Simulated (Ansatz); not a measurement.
The reference is Tl2S in the anti-fluorite structure (space group Fm-3m, No. 225; a = 7.375 Å; a hypothetical phase, not in the database extracts checked). Axes: x, y, z lie along the cube axes.

Level of theory: plane-wave PAW DFT at the PBE level (Ansatz, a program for electronic structure, 420 eV), without spin-orbit coupling.

Base values:

The pressure is 0.0 GPa, the shortest interatomic distance is 3.194 Å and the band gap is zero.

The change: tensile biaxial strain of 3.68 % in the plane normal to [001], as in epitaxy on a mismatched substrate; the out-of-plane cell vector and the atoms relax.

Problem. Estimate the effect on the energy relative to the base, pressure, shortest interatomic distance and band gap.

Solution. The energy grows by 8.7 meV/atom; the pressure (mean of the normal stresses, compression positive) goes from zero to -0.8 GPa; the shortest interatomic distance grows by 0.039 Å to 3.233 Å; the band gap remains zero.

The mesh was chosen for an insulator and is coarse for the gapless case. With Tl present, leaving out spin-orbit coupling can change the band edges. No phonon test of stability was made. All final runs are without spin polarisation. A zero or small gap of Tl2S can be the functional's error rather than a property of the material.
